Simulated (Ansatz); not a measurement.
Defect migration in monoclinic HfO2: interstitial Sr, charge state +2. The step: Sr moves alone to another site; the atom moves 1.31 Å along (0.23, -0.07, 0.12) of the unit cell; the moving atom starts with neighbours Hf at 2.65, Hf at 2.87; 2 O at 2.21, O at 2.30, O at 2.33, O at 2.35, O at 2.60, O at 2.69 Å and ends with Hf at 2.65, Hf at 2.87; 2 O at 2.21, O at 2.30, O at 2.33, O at 2.35, O at 2.60, O at 2.69 Å. A PBE band in Ansatz (plane-wave PAW, the Γ point alone, 96 host sites, 28 SCF runs with any check of the saddle's order, static, no finite-size correction) gives a forward barrier of 0.37 eV. The saddle point's order was not checked, and it lies on a symmetry element of the cell, where a band can be held. The charge state is imposed; whether it is stable for some Fermi level was not computed. Sites that were not tried may lie lower.

Single points at the band's start and saddle point can refine it. Rough cost of one point, in units of the band's mean SCF on the same machine:

```tsv
Level	Cost of one point
PBE, a 2×2×2 k-point mesh shifted by half a step	about 10
r2SCAN at 500 eV, the Γ point alone	about 3
```

Task: Which of these move the barrier by more than 0.1 eV, and how far does each move it?

Result: Not one does. PBE, a 2×2×2 k-point mesh shifted by half a step: 0.00 eV; r2SCAN at 500 eV, the Γ point alone: +0.04 eV. Each functional is compared with PBE at the same k-points.

Ansatz is a quantum-chemistry and plane-wave program.
